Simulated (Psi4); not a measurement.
Psi4 1.11, TPSS/def2-svp: Ta(O)(F)(OMe)2 (C[O][Ta](=[O])([F])[O]C), 13 atoms. The geometry is a generated start, not checked to be a minimum at this level.

```yaml
task: energy
method: tpss
basis: def2-svp
memory: 3 GB
maxiter: 100
keys_of_the_molecule_block: symmetry c1
scf_type: df (default)
e_convergence: 1e-06 (default)
d_convergence: 1e-06 (default)
dft_radial_points: 75 (default)
dft_spherical_points: 302 (default)
effective_core_potentials: those of the basis set, past Kr
basis_functions: 146
grid_points: 280451
```

```xyz
13

Ta    -0.3510     0.7958     0.4731
O     -0.6439     1.9562    -0.7548
F     -0.8128     1.5907     2.1422
O      1.4237     0.3844     0.5264
C      2.7429     0.4991     0.0805
H      3.2568    -0.4635     0.1800
H      2.7487     0.8114    -0.9714
H      3.2671     1.2495     0.6818
O     -1.4204    -0.6592     0.2174
C     -2.3647    -1.3947    -0.5017
H     -3.2072    -1.6486     0.1498
H     -2.7290    -0.8006    -1.3499
H     -1.9101    -2.3204    -0.8733
```

Charge 0 and multiplicity 1 are set for this test and not shown to be the ground state.

With the defaults (diis = true, scf_initial_accelerator = adiis, damping_percentage = 0, guess = auto, which took SAD, diis_max_vecs = 10, level_shift = 0, level_shift_cutoff = 0.01) it converges in 12 SCF iterations. One run each on 2 threads, with these changes:
- guess = modhuckel
- diis_max_vecs = 3
- guess = gwh
- guess = sadno
- diis_max_vecs = 20
- level_shift = 0.5, level_shift_cutoff = 0.001
- guess = sap
- scf_initial_accelerator = none
- diis = false, scf_initial_accelerator = none, damping_percentage = 60

Which runs fail or end elsewhere than the default run?

No convergence: diis = false, scf_initial_accelerator = none, damping_percentage = 60 (the run ends without SCF convergence in 100 iterations). The rest reach the solution of the defaults.

| setting | SCF iterations | end |
|---|---|---|
| the defaults | 12 | same solution |
| diis_max_vecs = 20 | 12 | same solution |
| level_shift = 0.5, level_shift_cutoff = 0.001 | 12 | same solution |
| scf_initial_accelerator = none | 13 | same solution |
| guess = modhuckel | 14 | same solution |
| guess = sap | 15 | same solution |
| guess = sadno | 15 | same solution |
| guess = gwh | 18 | same solution |
| diis_max_vecs = 3 | 57 | same solution |
| diis = false, scf_initial_accelerator = none, damping_percentage = 60 | 100 | no convergence |

1 further run of the study ended by our limits or in an error and is left out.
